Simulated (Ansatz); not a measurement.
Effect of Ru vacancy on AlRu

The parent structure is a 30-atom supercell of AlRu in the CsCl type structure (space group Pm-3m, No. 221; a = 2.976 Å) at its relaxed geometry.

Now apply this change: one Ru atom is removed, atoms relaxed at fixed cell, starting from a slightly rattled geometry.

All numbers come from PBEsol, PAW, 420 eV (Ansatz, a first-principles code; without spin-orbit coupling). Γ-centred 5×5×4 mesh, Fermi–Dirac width 0.05 eV.

| quantity | base | changed | shift |
|---|---|---|---|
| pressure | 0.0 GPa | -1.3 GPa | -1.3 GPa |
| largest displacement of a host atom from its site in the perfect cell | – | 0.04 Å | – |

Cost of the whole job for the changed cell (relaxation, final SCF and bands): roughly 17 core-minutes.

In so small a cell the defect repeats every few ångströms: this is an ordered compound, not a dilute defect. The final runs are not spin-polarised. The defect cell is not spin-polarised.
